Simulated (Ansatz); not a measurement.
We consider CaO (model structure, started from the CsCl type, Pm-3m, No. 221, 2 atoms in the cell; like a known high-pressure phase), described by G0W0@PBEsol+SOC (Ansatz, a quantum-chemistry and plane-wave program, hard PAW, contour deformation, complete-basis limit, spin–orbit shift from PBEsol).

Settings: largest k mesh 10×10×10 (not extrapolated in the mesh).

Cell (relaxed with PBEsol):

```cif
data_CaO
_chemical_formula_sum 'Ca1 O1'
_space_group_name_H-M_alt 'Pm-3m'
_space_group_IT_number 221
_space_group_name_Hall '-P 4 2 3'
_cell_length_a 2.88821
_cell_length_b 2.88821
_cell_length_c 2.88821
_cell_angle_alpha 90.000
_cell_angle_beta 90.000
_cell_angle_gamma 90.000
loop_
_atom_site_label
_atom_site_type_symbol
_atom_site_symmetry_multiplicity
_atom_site_Wyckoff_symbol
_atom_site_fract_x
_atom_site_fract_y
_atom_site_fract_z
_atom_site_occupancy
Ca1 Ca 1 a 0.00000 0.00000 0.00000 1
O1 O 1 b 0.50000 0.50000 0.50000 1
```

Question: Give the computed band gap.

Answer: 
* **band gap**: 5.31 eV

Note: spin–orbit coupling enters as the shift of the gap found with a semilocal functional.

Cost on a shared machine: about 90 core-minutes (a rough figure).

A model structure was made by putting elements into a prototype or built by hand; it is no filed structure, need not be a known phase, and can be a saddle point held by its symmetry.
